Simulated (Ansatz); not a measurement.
## Converging shifted k-point meshes: YSn₃ (P4mm, 4 atoms in the cell)

```yaml
crystal:
  lattice:
    - [4.71443, 0.00000, 0.00000]
    - [0.00000, 4.71443, 0.00000]
    - [0.00000, 0.00000, 4.71443]
  atoms:
    - { symbol: Y, position: [0.00000, 0.00000, 0.01061] }
    - { symbol: Sn, position: [0.50000, 0.50000, 0.00000] }
    - { symbol: Sn, position: [0.00000, 0.50000, 0.50000] }
    - { symbol: Sn, position: [0.50000, 0.00000, 0.50000] }
```

Method of the run: LDA (PW92), default PAW files made with PBE (plane waves; Ansatz, a program for electronic structure).

Base settings: basis.ecutwfc = 420 eV; kpoints.mp_grid.grid = 7 7 7; hamiltonian.xc = lda; hamiltonian.pseudopotentials = {kind: paw} (the program's default PAW files); scf.occupations.method = fermi_dirac; scf.occupations.width = 0.1 eV.

In this ladder: kpoints.mp_grid.shift = 0.5 0.5 0.5.

Only quantities that move along the ladder and can be compared are tabulated.

The count of work is k-points × plane waves × bands × iterations; it is no time. Core times come from one kind of shared machine, to one figure; runs under 30 s give none.

The starting cell comes from a database of computed structures (which also holds hypothetical and non-ambient phases and stackings), without a prior relaxation at this level. Its lattice was rescaled by up to half a per cent. One atom was moved a little off its site on purpose. In the base run, with a pressure of about -4 GPa the cell is away from its equilibrium volume at this level. Ansatz's pressure includes its estimate of the finite-basis (Pulay) stress.

| kpoints.mp_grid.grid | free energy less the last step's (meV/atom) | pressure (GPa) | largest difference of a force vector from the last step's (eV/Å) | count of work / last | core time / last (rough) |
|---|---|---|---|---|---|
| 1 1 1 | -2235.00 | -13.20 | 0.177 | 0.0012 | – |
| 2 2 2 | 209.94 | -3.62 | 0.071 | 0.0012 | – |
| 3 3 3 | -44.80 | -4.03 | 0.026 | 0.0064 | – |
| 4 4 4 | -8.67 | -4.16 | 0.010 | 0.0064 | – |
| 5 5 5 | -1.73 | -4.41 | 0.005 | 0.019 | – |
| 6 6 6 | 11.49 | -4.22 | 0.007 | 0.019 | – |
| 7 7 7 | 4.95 | -4.26 | 0.003 | 0.043 | – |
| 8 8 8 | 3.85 | -4.24 | 0.001 | 0.043 | – |
| 9 9 9 | 0.22 | -4.30 | 0.002 | 0.080 | – |
| 10 10 10 | 0.06 | -4.30 | 0.000 | 0.080 | – |
| 11 11 11 | -0.06 | -4.30 | 0.001 | 0.13 | – |
| 12 12 12 | -0.01 | -4.26 | 0.000 | 0.13 | – |
| 14 14 14 | -0.22 | -4.28 | 0.000 | 0.21 | – |
| 15 15 15 | -0.23 | -4.28 | 0.000 | 0.31 | 0.3 |
| 17 17 17 | 0.01 | -4.27 | 0.000 | 0.43 | 0.4 |
| 19 19 19 | 0.04 | -4.28 | 0.000 | 0.59 | 0.6 |
| 21 21 21 | 0.04 | -4.28 | 0.000 | 0.78 | 0.8 |
| 23 23 23 | 0.00 | -4.28 | 0.000 | 1.0 | 1 |

Coarsest kpoints.mp_grid.grid that holds the forces within 0.02 eV/Å of the last step, with all finer ones: 4 4 4, at 0.0064 of the last step's count of work; the step before is off by 0.026 eV/Å.

Coarsest kpoints.mp_grid.grid that holds the pressure within 0.1 GPa of the last step, with all finer ones: 6 6 6, at 0.019 of the last step's count of work; the step before is off by 0.14 GPa.

Coarsest kpoints.mp_grid.grid that holds the free energy within 2 meV/atom of the last step, with all finer ones: 9 9 9, at 0.080 of the last step's count of work; the step before is off by 3.8 meV/atom.

Keys are those of Ansatz 0.2.
